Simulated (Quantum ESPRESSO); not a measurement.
Input and output of a self-consistent single point for Mg₂Zn (P1, 6 atoms in the cell) (Quantum ESPRESSO).

Level of theory: Wu-Cohen GGA, GBRV 1.5 ultrasoft (PBE) pseudopotentials (plane waves; Quantum ESPRESSO).

```yaml
crystal:
  lattice:
    - [2.57581, 1.48715, 5.26457]
    - [-2.57581, 1.48715, 5.26457]
    - [0.00000, -2.97430, 5.26457]
  atoms:
    - { symbol: Mg, position: [0.68134, 0.32464, 0.98920] }
    - { symbol: Mg, position: [0.01923, 0.64991, 0.33186] }
    - { symbol: Mg, position: [0.32461, 0.99819, 0.66822] }
    - { symbol: Mg, position: [0.49697, 0.49773, 0.50802] }
    - { symbol: Zn, position: [0.16524, 0.18309, 0.15965] }
    - { symbol: Zn, position: [0.81261, 0.84644, 0.84305] }
```

Reference input (self-consistent single point, DFT, PBEsol, plane waves, GBRV 1.5 ultrasoft (PBESOL) pseudopotentials): ecutwfc = 50 Ry; ecutrho = 250 Ry; occupations = smearing; smearing = fermi-dirac; degauss = 0.0073499 Ry; potentials = {Mg: mg_pbesol_v1.4.uspp.F.UPF, Zn: zn_pbesol_v1.uspp.F.UPF}; K_POINTS = automatic 4 4 4 0 0 0; conv_thr = 1e-09 Ry. This run's input differs from it in these lines:

```diff
@@ -17,2 +17,3 @@
   degauss = 0.0073499,
+  input_dft = 'wc',
 /
@@ -22,4 +23,4 @@
 ATOMIC_SPECIES
-Mg    24.3050  mg_pbesol_v1.4.uspp.F.UPF
-Zn    65.3800  zn_pbesol_v1.uspp.F.UPF
+Mg    24.3050  mg_pbe_v1.4.uspp.F.UPF
+Zn    65.3800  zn_pbe_v1.uspp.F.UPF
 ATOMIC_POSITIONS {angstrom}
```

Output, abridged:

```
     Self-consistent Calculation

     iteration #  1     ecut=    50.00 Ry     beta= 0.70

     total energy              =   -1418.40071705 Ry
     estimated scf accuracy    <       6.97043788 Ry

     iteration #  2     ecut=    50.00 Ry     beta= 0.70

     total energy              =   -1421.70114964 Ry
     estimated scf accuracy    <      16.58164630 Ry

     iteration #  3     ecut=    50.00 Ry     beta= 0.70

     total energy              =   -1423.44281592 Ry
     estimated scf accuracy    <       1.11108369 Ry

   [... 8 blocks of this kind left out ...]

     iteration # 12     ecut=    50.00 Ry     beta= 0.70

     total energy              =   -1423.43578258 Ry
     estimated scf accuracy    <          3.8E-09 Ry

     iteration # 13     ecut=    50.00 Ry     beta= 0.70
     End of self-consistent calculation

     the Fermi energy is     7.3015 ev

!    total energy              =   -1423.43578258 Ry
     estimated scf accuracy    <          5.1E-12 Ry
     smearing contrib. (-TS)   =      -0.00501185 Ry
     internal energy E=F+TS    =   -1423.43077074 Ry

     convergence has been achieved in  13 iterations

     Forces acting on atoms (cartesian axes, Ry/au):

     atom    1 type  1   force =    -0.00263042   -0.00982566    0.00511037
     atom    2 type  1   force =    -0.01560384    0.00406275   -0.00051177
     atom    3 type  1   force =     0.01161235    0.00424063    0.00178674
     atom    4 type  1   force =    -0.00114167    0.00435566   -0.00310114
     atom    5 type  2   force =     0.00254064   -0.00338920   -0.00500153
     atom    6 type  2   force =     0.00522295    0.00055582    0.00171734

     Total force =     0.025480     Total SCF correction =     0.000007

          total   stress  (Ry/bohr**3)                   (kbar)     P=      -16.59
  -0.00001175  -0.00000710   0.00000072           -1.73       -1.04        0.11
  -0.00000710  -0.00000740  -0.00000580           -1.04       -1.09       -0.85
   0.00000072  -0.00000580  -0.00031912            0.11       -0.85      -46.94

   JOB DONE.
```

The run converged in 13 iterations. Against the reference run the pressure goes from -1.83 to -1.66 GPa and the largest force moves little (0.418 to 0.415 eV/Å).

The starting cell comes from a database of computed structures (which also holds hypothetical and non-ambient phases and stackings), without a prior relaxation at this level. Its atoms were displaced at random from the sites of space group no. 155.

Cost on one core of a shared machine: roughly 5 min.
